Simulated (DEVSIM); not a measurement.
Device: abrupt Si n-p junction, at 400 K.

Layer 1 from the left is Si, thickness (μm) 0.360, Nd (cm⁻³) 1.3e16, τn (s) 4.3e-7, τp (s) 4.3e-7. Layer 2 from the left is Si, thickness (μm) 32.0, Na (cm⁻³) 6.1e15, τn (s) 4.3e-7, τp (s) 4.3e-7.

Left contact: ohmic. Right contact: ohmic. Voltage is applied to the left contact. Recombination: SRH at mid-gap. Mobility is constant in doping.

Constants are typed, rounded textbook-type inputs, not results; the design itself was drawn at random and stands for no fabricated device. Values at 300 K; Nc and Nv go as T^1.5, mobilities as T to minus their exponent, the gap by Varshni's rule with the affinity fixed.

Si: gap (eV) 1.124, affinity (eV) 4.05, permittivity 11.7, Nc (cm⁻³) 2.86e19, Nv (cm⁻³) 3.1e19, μn (cm²/Vs) 1417, μp (cm²/Vs) 470, T exponent of μn 2.3, T exponent of μp 2.2, Varshni α (eV/K) 0.000473, Varshni β (K) 636.

DEVSIM, 1D drift-diffusion, Boltzmann statistics, complete ionisation; no tunnelling, impact ionisation, image-force lowering or self-heating.

Dark forward current:

```
|V| (V)  |J| (A/cm²)
-------  -----------
0.05       0.0004852
0.10        0.002468
0.15         0.01061
0.20         0.04371
0.25          0.1727
0.30          0.6122
0.35           1.734
0.40           3.762
0.45           6.667
0.50           10.39
0.55           14.93
0.60           20.28
0.65           26.47
0.70           33.51
0.75           41.41
0.80           50.18
0.85           59.85
0.90           70.41
0.95           81.88
1.00           94.28
1.05           107.6
1.10           121.9
1.15           137.1
1.20           153.2
1.25           170.3
1.30           188.4
```

Task: Work out the local ideality factor n = ΔV / (kT/q · ln(J2/J1)) between the rows 0.15 and 0.20 V, 1.25 and 1.30 V.

Result: kT/q = 34.47 mV. From 0.15 to 0.20 V: ln(0.04371/0.01061) = 1.416, n = 1.02, near the 1 of diffusion or emission over a barrier. From 1.25 to 1.30 V: ln(188.4/170.3) = 0.101, n = 14.36.

Task: Estimate the current at 0.20 V from the Shockley equation with J0 = Σ q ni² D/(N L) coth(W/L), τ joining the SRH, radiative and Auger lifetimes that are on, and W taken as the whole layer.

Result: ni² = 3.22e25 cm⁻⁶; holes in the n layer: μ = 250 cm²/Vs, D = 8.60 cm²/s, τ = 4.30e-7 s, L = 19.2 μm, W/L = 0.019, term 9.50e-5 A/cm²; electrons in the p layer: μ = 731 cm²/Vs, D = 25.2 cm²/s, τ = 4.30e-7 s, L = 32.9 μm, W/L = 0.97, term 8.65e-6 A/cm². J0 = 0.000104 A/cm², and J = J0 exp(qV/kT) = 0.0343 A/cm². The simulation gives 0.0437 A/cm²; the estimate lies 22 % below. The estimate leaves out recombination in the depletion region and that region's share of W.
